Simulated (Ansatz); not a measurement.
# HfO2, pressure series

The parent structure is HfO₂ (space group Pca2_1, No. 29).

```yaml
crystal:
  lattice:
    - [5.29405, 0.00000, 0.00000]
    - [0.00000, 5.06905, 0.00000]
    - [0.00000, 0.00000, 5.10139]
  atoms:
    - { symbol: Hf, position: [0.03260, 0.26630, 0.24968] }
    - { symbol: Hf, position: [0.96740, 0.73370, 0.74968] }
    - { symbol: Hf, position: [0.53260, 0.73370, 0.24968] }
    - { symbol: Hf, position: [0.46740, 0.26630, 0.74968] }
    - { symbol: O, position: [0.36539, 0.06759, 0.10648] }
    - { symbol: O, position: [0.63461, 0.93241, 0.60648] }
    - { symbol: O, position: [0.86539, 0.93241, 0.10648] }
    - { symbol: O, position: [0.13461, 0.06759, 0.60648] }
    - { symbol: O, position: [0.22919, 0.53721, 0.99984] }
    - { symbol: O, position: [0.77081, 0.46279, 0.49984] }
    - { symbol: O, position: [0.72919, 0.46279, 0.99984] }
    - { symbol: O, position: [0.27081, 0.53721, 0.49984] }
```

Cell and atoms are relaxed at each pressure.

Calculations: Ansatz (a program for electronic structure), PBE, PAW, cutoff 420 eV, no spin-orbit coupling.

| case | band gap | width of the top valence band | volume per atom |
|---|---|---|---|
| base | 4.39 eV | 0.82 eV | 11.41 Å³ |
| pressure −2 GPa | 4.38 eV | 0.82 eV | 11.53 Å³ |
| pressure −1 GPa | 4.38 eV | 0.82 eV | [?] |
| pressure 0.3 GPa | 4.39 eV | 0.82 eV | 11.39 Å³ |
| pressure 1.5 GPa | [?] | 0.82 eV | 11.32 Å³ |
| pressure 3 GPa | 4.42 eV | 0.82 eV | 11.24 Å³ |
| pressure 5 GPa | 4.44 eV | 0.81 eV | [?] |

Q: Fill in the withheld entries from the trend.

A: 
- pressure −1 GPa, volume per atom: 11.47 Å³
- pressure 1.5 GPa, band gap: 4.40 eV
- pressure 5 GPa, volume per atom: 11.14 Å³

With Hf present, leaving out spin-orbit coupling can change the band edges. Load acts through the strain it causes; cell and atoms are relaxed under it. No phonon test of stability was made. Competing high-pressure phases were not computed. This is not the structure that HfO2 has at room temperature and ambient pressure.
